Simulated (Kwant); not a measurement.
Model: Hückel tight-binding model, one pz orbital an atom, one spin, coherent transport at 0 K (Kwant). Conductance is in e²/h.

System: π system c1ccc2c(c1)ccc1ccccc12 between two chain leads. The π system is taken as planar. Atoms are numbered from 0 in the order of the SMILES. Site energies (eV, carbon 0): [0.0, 0.0, 0.0, 0.0, 0.0, 0.0, 0.0, 0.0, 0.0, 0.0, 0.0, 0.0, 0.0, 0.0]. Bonds (i, j, β in eV): (0,1,-2.7) (1,2,-2.7) (2,3,-2.7) (3,4,-2.7) (4,5,-2.7) (4,6,-2.7) (6,7,-2.7) (7,8,-2.7) (8,9,-2.7) (9,10,-2.7) (10,11,-2.7) (11,12,-2.7) (12,13,-2.7) (5,0,-2.7) (13,8,-2.7) (13,3,-2.7). Leads: chains of hopping −4.1 eV, joined by −0.54 eV to atoms 1 and 12.

Site energies and bond integrals are typed Hückel values.

Sweep values stay those of the base run.

One input was changed, with this effect: transmission at E = 0 < 1e-12 → 0.00100.

Which change was it?
A) contacts moved from atoms [1, 12] to [0, 5]
B) contacts moved from atoms [1, 12] to [5, 7]
C) contacts moved from atoms [1, 12] to [1, 5]
D) contacts moved from atoms [1, 12] to [0, 9]
E) contacts moved from atoms [1, 12] to [5, 6]
F) contacts moved from atoms [1, 12] to [2, 12]

A, contacts moved from atoms [1, 12] to [0, 5]
